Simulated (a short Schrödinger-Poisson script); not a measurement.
Symmetric double-gate stack, SiO2 on p-type InP

Structure: symmetric double-gate stack, SiO2 on p-type InP, at 300 K.

```
layer  material  thickness (nm)  Na (cm⁻³)
-----  --------  --------------  ---------
1          SiO2               2          -
2           InP               2       1e18
3          SiO2               2          -
```

Constants are typed, rounded textbook-type inputs, not results; the design itself was drawn at random and stands for no fabricated device. SiO2: permittivity 3.9, conduction-band edge (eV) 3.48, gap (eV) 9, electron mass (mₑ) 0.5. InP: permittivity 12.5, conduction-band edge (eV) 0, gap (eV) 1.344, Nv at 300 K (cm⁻³) 1.1e19.

Channel valleys (confinement mass, in-plane density-of-states mass, number): Γ 0.08, 0.08, 1. At the gates, both at one voltage, the conduction-band edge of layer 1 lies 3.99 eV − eVg above the Fermi level of the channel. Gaps are held at their typed values at every temperature. Mesh 0.03 nm at interfaces.

Solved with a short Schrödinger-Poisson script written for these runs: 1D Poisson equation in equilibrium, electrons quantum, Hartree (BenDaniel-Duke, 12 states a valley, the channel's in-plane mass for all, wave functions free to enter the dielectric), parabolic valleys, classical holes, full ionisation, no traps, pinning or gate leakage.

```
Vg (V)  electrons (cm⁻²)  C (μF/cm²)  Γ E0 (meV)  Γ E1 (meV)
------  ----------------  ----------  ----------  ----------
0.6               1.74e7     < 0.003       279.6      1714.2
0.7               8.29e8     0.00523       179.6      1614.2
0.8              3.63e10       0.210        81.4      1515.9
0.9              5.19e11        1.40         5.0      1438.9
1                1.58e12        1.90       -42.9      1389.6
1.1              2.81e12        2.00       -83.0      1347.9
1.2              4.06e12        2.02      -121.4      1307.8
1.3              5.33e12        2.03      -159.4      1268.0
1.4              6.60e12        2.03      -197.4      1228.4
1.5              7.87e12        2.03      -235.3      1188.7
1.6              9.13e12        2.03      -273.3      1149.1
1.7              1.04e13        2.03      -311.2      1109.4
1.8              1.17e13        2.03      -349.2      1069.8
1.9              1.29e13        2.03      -387.1      1030.1
2                1.42e13        2.03      -425.1       990.5
```

Gate voltages with under 1e6 electrons/cm² are left out.

Subbands count from the Fermi level. The capacitance is that of both gates.

Above a few 1e12 electrons/cm² a light Γ valley is non-parabolic and upper valleys begin to fill, which the model leaves out.
